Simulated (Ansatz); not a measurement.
Short convergence ladders for NbRu (P4/mmm, 2 atoms in the cell)

```
CELL_PARAMETERS angstrom
      3.06874     0.00000     0.00000
      0.00000     3.06874     0.00000
      0.00000     0.00000     3.44215
ATOMIC_POSITIONS crystal
  Nb 0.00000 0.00000 0.00000
  Ru 0.50000 0.50000 0.50000
```

Base method: LDA (PW92), default PAW files made with PBE (plane waves; Ansatz, a quantum-chemistry and plane-wave program).

Base settings: basis.ecutwfc = 420 eV; kpoints.mp_grid.grid = 11 11 10; hamiltonian.xc = lda; hamiltonian.pseudopotentials = {kind: paw} (the program's default PAW files); scf.occupations.method = fermi_dirac; scf.occupations.width = 0.1 eV.

Core times come from one kind of shared machine, to one figure; runs under 30 s give none.

**Zone-centre phonons against the cutoff**

In this ladder: phonons.method = dfpt.

The mesh stays at the base's, so the ladder's end is converged at best in this setting alone.

Frequencies are those of the unrelaxed cell, without the LO-TO term of polar crystals.

Only quantities that move along the ladder and can be compared are tabulated.

| basis.ecutwfc | highest zone-centre frequency (cm⁻¹) | core time / last (rough) |
|---|---|---|
| 210 eV | 98.6 | – |
| 250 eV | 157.0 | – |
| 295 eV | 126.5 | 0.3 |
| 355 eV | 124.5 | 0.4 |
| 420 eV | 125.2 | 0.5 |
| 505 eV | 125.2 | 0.6 |
| 630 eV | 125.2 | 1 |

Coarsest basis.ecutwfc that holds the highest zone-centre frequency within 10 cm⁻¹ of the last step, with all finer ones: 295 eV, at about 0.3 of the last step's time; the step before is off by 32 cm⁻¹.

**The force threshold of a relaxation**

On NbRu (P4mm, 2 atoms in the cell): one atom moved by 0.15 angstrom.

In this ladder: relax = atoms.

The mesh stays at the base's, so the ladder's end is converged at best in this setting alone.

Only quantities that move along the ladder and can be compared are tabulated.

```csv
relax.f_tol,free energy less the last step's (meV/atom),largest force left (eV/Å),relaxation steps
0.2 eV/Å,3.15,0.1658,2
0.1 eV/Å,0.00,0.0043,3
0.05 eV/Å,0.00,0.0043,3
0.03 eV/Å,0.00,0.0043,4
0.02 eV/Å,0.00,0.0043,4
0.01 eV/Å,0.00,0.0043,4
0.005 eV/Å,0.00,0.0043,4
0.002 eV/Å,0.00,0.0001,5
0.001 eV/Å,0.00,0.0001,5
```

Coarsest relax.f_tol that holds the free energy within 0.2 meV/atom of the last step, with all finer ones: 0.1 eV/Å; the step before is off by 3.1 meV/atom.

Coarsest relax.f_tol that holds the largest force left within 0.02 eV/Å of the last step, with all finer ones: 0.1 eV/Å; the step before is off by 0.17 eV/Å.

On the base run: the starting cell comes from a database of computed structures (which also holds hypothetical and non-ambient phases and stackings), without a prior relaxation at this level. Its lattice was rescaled by up to half a per cent. Spin polarisation is off. In the base run, with a pressure of about -15 GPa the cell is away from its equilibrium volume at this level.

Keys are those of Ansatz 0.2.
